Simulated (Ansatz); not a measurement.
Take GeS2 in the 2H-MoS2 type structure (space group P6_3/mmc, No. 194; a = 3.4270 Å, c = 10.6220 Å; a hypothetical phase, not in the database extracts checked; layered, stacked along the Cartesian z axis) as the base. Axes: x lies along a and z along c of the hexagonal cell.

All numbers come from Ansatz (a program for electronic structure), PBE-D3(BJ), PAW, cutoff 420 eV, without spin-orbit coupling.

Strains are applied to the cell and any free atomic positions relax; under biaxial strain the out-of-plane vector relaxes too.

One change was made to it. Results:

The volume per atom decreases by 0.415 Å³ (18.01 Å³ → 17.59 Å³); the pressure (mean of the normal stresses, compression positive) goes from zero to 2.1 GPa; the band gap is still zero.

**Question.** Which change produced these results?
A. biaxial strain +3.33 %, plane normal [001], relaxed out of plane
B. biaxial strain −1.71 %, plane normal [001], relaxed out of plane
C. biaxial strain −2.10 %, plane normal [001], relaxed out of plane

**Answer.** B, biaxial strain −1.71 %, plane normal [001], relaxed out of plane. For comparison, the volume per atom in the other runs: biaxial strain −2.10 %, plane normal [001], relaxed out of plane gives 17.51 Å³; biaxial strain +3.33 %, plane normal [001], relaxed out of plane gives 18.90 Å³.

Without a gap, meshes like the base's 16×16×5 leave anisotropic stresses uncertain by several tenths of a GPa, and small strain energies with them. No phonon test of stability was made. The final runs are not spin-polarised.
